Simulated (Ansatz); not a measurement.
For GaAs in the zinc blende structure at 925 K, the quasi-harmonic free energy with Ansatz (a quantum-chemistry and plane-wave program), LDA functional, plane-wave PAW gives a volume expansion coefficient α_V = 14.94 × 10⁻⁶ K⁻¹, an isothermal bulk modulus B_T = 87.0 GPa, a molar volume V_m = 25.304 cm³/mol and C_V = 49.45 J/(mol K). Dynamical quadrupoles are not included in the interpolation of the phonons between the solved wave vectors. The pressure is 5 GPa. The structure is held there; whether it is the stable one at that pressure was not tested.

Work out the Grüneisen parameter, C_P and the adiabatic bulk modulus.

γ = α_V B_T V_m / C_V = 0.67. C_P − C_V = α_V² B_T V_m T = 0.45 J/(mol K), so C_P = 49.91 J/(mol K). B_S = B_T C_P/C_V = B_T (1 + α_V γ T) = 87.8 GPa.

The PAW data sets were generated under PBE and serve the other functionals too.
